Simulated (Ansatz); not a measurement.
Take La2O3 (space group P-3m1, No. 164; a = 3.9404 Å, c = 6.1883 Å) as the base.

All numbers come from Ansatz (a program for electronic structure) PBE, spin-orbit coupling left out, earlier PAW set.

Before the change:

```
Property      Result
--------  ----------
Density   6.50 g/cm³
```

Modification: a hydrostatic pressure of 75 GPa.

Question: What happens to the valley order, electron mass and density?

Answer: The valley order (the lowest conduction-band minima on the path, energy above the VBM, named in the base's zone) is K (1/3, 1/3, 0) 3.68 eV; Γ 3.76 eV; the electron mass comes out as 1.1 mₑ along c, 1.0 mₑ across (at K); the density goes up by 2.67 g/cm³ to 9.17 g/cm³.

The levels and masses belong to the bands next to the band gap. Load acts through the strain it causes; cell and atoms are relaxed under it. Effective masses come from finite differences of ±0.01 Å⁻¹. Whether these cells are dynamically stable was not tested. Competing high-pressure phases were not computed.
